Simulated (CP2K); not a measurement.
Band structure of Zn3In (Cmcm, 8 atoms in the cell).

```
Zn3In
1.0
    7.00076     0.00000     0.00000
   -5.11969     4.77487     0.00000
    0.00000     0.00000     4.53184
Zn In
6 2
Direct
  0.88460   0.11540   0.25000
  0.11540   0.88460   0.75000
  0.32892   0.18452   0.25000
  0.67108   0.81548   0.75000
  0.18452   0.32892   0.75000
  0.81548   0.67108   0.25000
  0.70532   0.29468   0.75000
  0.29468   0.70532   0.25000
```

Method: LDA (Pade form), GPW, DZVP-MOLOPT-SR-GTH basis, GTH-PADE potentials (GTH_POTENTIALS) (CP2K).

Settings: CUTOFF = 600 Ry; REL_CUTOFF = 60 Ry; SMEAR/METHOD = FERMI_DIRAC; ELECTRONIC_TEMPERATURE = 580.23 K; KPOINTS/SCHEME = MONKHORST-PACK 3 3 4; GAMMA_CENTERED = T; XC_FUNCTIONAL = PADE; Zn/BASIS_SET = DZVP-MOLOPT-SR-GTH-q12; Zn/POTENTIAL = GTH-PADE-q12; In/BASIS_SET = DZVP-MOLOPT-SR-GTH-q13; In/POTENTIAL = GTH-PADE-q13; METHOD = GPW; EPS_DEFAULT = 1e-10; EXTRAPOLATION = USE_GUESS.

The starting cell comes from a database of computed structures (which also holds hypothetical and non-ambient phases and stackings), without a prior relaxation at this level. Values carry the incompleteness of an atom-centred basis.

Levels in eV from the Fermi level, bands 46 to 51:
| point | 46 | 47 | 48 | 49 | 50 | 51 |
|---|---|---|---|---|---|---|
| Γ | -2.31 | -2.16 | -2.11 | -0.88 | 1.54 | 2.10 |
| X | -0.53 | -0.40 | -0.13 | 0.28 | 0.58 | 0.83 |
| S | -1.98 | -0.27 | 0.15 | 0.19 | 0.46 | 2.00 |
| R | -3.84 | -3.66 | -3.66 | 0.02 | 0.02 | 0.27 |
| A | -4.83 | -2.18 | -2.18 | -0.92 | -0.92 | 1.98 |
| Z | -3.37 | -1.10 | -1.10 | -1.03 | -1.03 | 0.46 |
| Y | -1.13 | -1.01 | -0.68 | -0.60 | -0.35 | 0.12 |
| X1 | -0.53 | -0.40 | -0.13 | 0.28 | 0.58 | 0.83 |
| A1 | -4.83 | -2.18 | -2.18 | -0.92 | -0.92 | 1.98 |
| T | -1.51 | -1.41 | -1.41 | 0.62 | 0.62 | 1.18 |

Bands cross the Fermi level along this path, so the cell is metallic at this level.

Higher empty bands are left out: an atom-centred basis made for the valence describes them poorly.
